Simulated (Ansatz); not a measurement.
For Ti₂Ag (I4/mmm, No. 139; cell taken from a computed entry), PBEsol (plane waves, PAW; Ansatz, a first-principles code) gives:

- equilibrium lattice constant a: 2.896 Å
- c axis length: 11.872 Å
- bulk modulus: 124 GPa
- cohesive energy: 5.00 eV/atom

**Question.** What does r²SCAN in Ansatz (PAW) give for the same quantities?

**Answer.** 
- lattice constant a: 2.936 Å (increases by 1.4 %)
- lattice parameter c: 11.890 Å (grows by 0.2 %)
- bulk modulus: 121 GPa (drops by 2.4 %)
- cohesive energy: 4.12 eV/atom (decreases by 0.88 eV/atom)

Changes are worked out from the printed values.

Unless a cell is named, each level is at its own relaxed cell (PBEsol 16.59, r²SCAN 17.08 Å³/atom).

The crystal itself was run without spin with PBEsol, r²SCAN; a magnetic state was not tried in these runs.

Caveats: the bulk modulus is −V dP/dV from two relaxed cells at ±2 % in volume (PBEsol, r²SCAN); the relaxation could not lower the start's symmetry, so the cell can be a saddle point above a distorted one (PBEsol, r²SCAN). Ansatz's density-functional and Hartree–Fock values are scalar-relativistic unless marked +SOC, with PAW data made under PBE.
